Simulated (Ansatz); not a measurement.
Consider TiO₂ in the anatase structure (space group I4_1/amd, No. 141; a = 3.7779 Å, c = 9.5838 Å).

All numbers come from r2SCAN/PAW in Ansatz (a program for electronic structure), no spin-orbit coupling.

For the base:

Band gap: 2.53 eV
Volume per atom: 11.40 Å³

Now apply this change: a hydrostatic pressure of 3 GPa.

What happens to the band gap?

The band gap falls by 0.01 eV (2.53 eV → 2.52 eV).

Estimate the effect on the volume per atom.

The volume per atom drops by 0.18 Å³ (11.40 Å³ → 11.22 Å³).

Load acts through the strain it causes; cell and atoms are relaxed under it. No phonon test of stability was made. The final runs are not spin-polarised.
